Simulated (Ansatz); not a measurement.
We consider Li2MnO3 (C2/m, No. 12), described by LDA in Ansatz (plane waves, PAW).

Run with plane-wave cutoff 520 eV, 8×8×8 k mesh, Fermi–Dirac smearing 0.01 eV, spin-polarised with parallel moments, scalar-relativistic PAW data made under PBE.

Computed at the level's own relaxed cell.

Q: Predict the Γ–Γ gap, bulk modulus B0, band gap and equilibrium volume per atom.

A: 
* **Γ–Γ gap**: 1.75 eV
* **bulk modulus B0**: 137 GPa
* **band gap**: 1.06 eV (direct)
* **equilibrium volume per atom**: 7.76 Å³/atom

Note: the magnetic order was assumed, not searched for or taken from measurement; the relaxation could not lower the start's symmetry, so the cell can be a saddle point above a distorted one; the volume lies 6 % below that of the published cell; without U or exact exchange, gaps and moments of open d shells tend to come out too small; the bulk modulus comes from volumes at which shape and atoms were relaxed.

The computed numbers hold no vibrational or temperature effects.

Computing time: around 50 core-minutes (rough).

Ansatz is a quantum-chemistry and plane-wave program.
